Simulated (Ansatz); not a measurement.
We consider fluorite HfO2 (high-temperature phase), described by r²SCANh in Ansatz (PAW).

Settings: plane-wave cutoff 520 eV, 8×8×8 k mesh, Fermi–Dirac smearing 0.01 eV, scalar-relativistic PAW data made under PBE.

Cell (relaxed at this level):

```cif
data_HfO2
_chemical_formula_sum 'Hf1 O2'
_space_group_name_H-M_alt 'P 1'
_space_group_IT_number 1
_cell_length_a 3.57071
_cell_length_b 3.57071
_cell_length_c 3.57071
_cell_angle_alpha 60.000
_cell_angle_beta 60.000
_cell_angle_gamma 60.000
loop_
_space_group_symop_operation_xyz
  'x, y, z'
loop_
_atom_site_label
_atom_site_type_symbol
_atom_site_fract_x
_atom_site_fract_y
_atom_site_fract_z
_atom_site_occupancy
Hf1 Hf 0.00000 0.00000 0.00000 1
O1 O 0.25000 0.25000 0.25000 1
O2 O 0.75000 0.75000 0.75000 1
```

### Question
Estimate the bulk modulus, band gap, Γ–Γ gap and pressure derivative B′ of the bulk modulus that the calculation returns.

### Answer

- bulk modulus: 277 GPa
- band gap: 5.19 eV (on the SCF k mesh)
- Γ–Γ gap: 6.00 eV
- pressure derivative B′ of the bulk modulus: 4.2

Measured, for comparison: bulk modulus 242 ± 16 GPa (room temperature, not corrected to a static lattice, nanocrystalline cubic HfO2, second-order Birch-Murnaghan; as tabulated in High-pressure structural stability, equation of state, and thermal expansion …). Computed (rounded) less measured: bulk modulus +14 %.

Note: symmetry holds this phase in the static calculation, where it need not be a minimum; held by symmetry at 0 K, a high-temperature phase can be a saddle point.

Spin–orbit coupling is not included.

It cost very roughly 12 core-minutes of CPU time.

Ansatz is a quantum-chemistry and plane-wave program.
